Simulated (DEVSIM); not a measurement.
abrupt GaAs p-n junction

System: abrupt GaAs p-n junction, at 400 K.

| layer (left to right) | material | thickness (μm) | Nd (cm⁻³) | Na (cm⁻³) | τn (s) | τp (s) |
|---|---|---|---|---|---|---|
| 1 | GaAs | 2.50 | - | 4.4e17 | 1e-9 | 1e-9 |
| 2 | GaAs | 130 | 8.3e16 | - | 1e-9 | 1e-9 |

Left contact: ohmic. Right contact: ohmic. Voltage is applied to the left contact. Recombination: SRH at mid-gap. Mobility is μmin + (μ − μmin)/(1 + (N/Nref)^α).

Constants are typed, rounded textbook-type inputs, not results; the design itself was drawn at random and stands for no fabricated device. Values at 300 K; Nc and Nv go as T^1.5, mobilities as T to minus their exponent, the gap by Varshni's rule with the affinity fixed.

| parameter | GaAs |
|---|---|
| gap (eV) | 1.424 |
| affinity (eV) | 4.07 |
| permittivity | 12.9 |
| Nc (cm⁻³) | 4.7e17 |
| Nv (cm⁻³) | 9e18 |
| μn (cm²/Vs) | 8500 |
| μp (cm²/Vs) | 400 |
| μn,min | 500 |
| μp,min | 20 |
| Nref,n | 6e16 |
| Nref,p | 1.5e17 |
| αn | 0.39 |
| αp | 0.38 |
| T exponent of μn | 2.1 |
| T exponent of μp | 2.2 |
| Varshni α (eV/K) | 0.000541 |
| Varshni β (K) | 204 |

Simulated with DEVSIM: 1D drift-diffusion, Boltzmann statistics, complete ionisation; no tunnelling, impact ionisation, image-force lowering or self-heating.

| Quantity | Result |
|---|---|
| Potential step across the device at zero bias | 1.184 V |
| Largest field in the device at zero bias | 150000 V/cm |
| Dark forward voltage at 1 A/cm² | 0.857 V |
| Dark forward voltage at 100 A/cm² | 1.072 V |

Small-signal capacitance in reverse bias (quasi-static):

| V (V) | C (nF/cm²) |
|---|---|
| -0.2 | 69.7 |
| -0.5 | 62.9 |
| -1 | 55.0 |
| -1.5 | 49.4 |
| -2 | 45.3 |
| -3 | 39.4 |
| -4 | 35.3 |
| -5 | 32.3 |
| -6.5 | 29.0 |

Dark forward current:

(V (V), J (A/cm²)): (0.05, 6.6e-7); (0.10, 1.9e-6); (0.20, 1.0e-5); (0.25, 2.2e-5); (0.30, 4.8e-5); (0.40, 0.00022); (0.45, 0.00048); (0.55, 0.0023); (0.60, 0.0053); (0.65, 0.013); (0.75, 0.085); (0.80, 0.26); (0.85, 0.84); (0.95, 10); (1.00, 32); (1.10, 140); (1.15, 220); (1.20, 310); (1.30, 510); (1.35, 610); (1.40, 720); (1.50, 940); (1.55, 1100); (1.65, 1300); (1.70, 1400); (1.75, 1500); (1.85, 1700); (1.90, 1900)
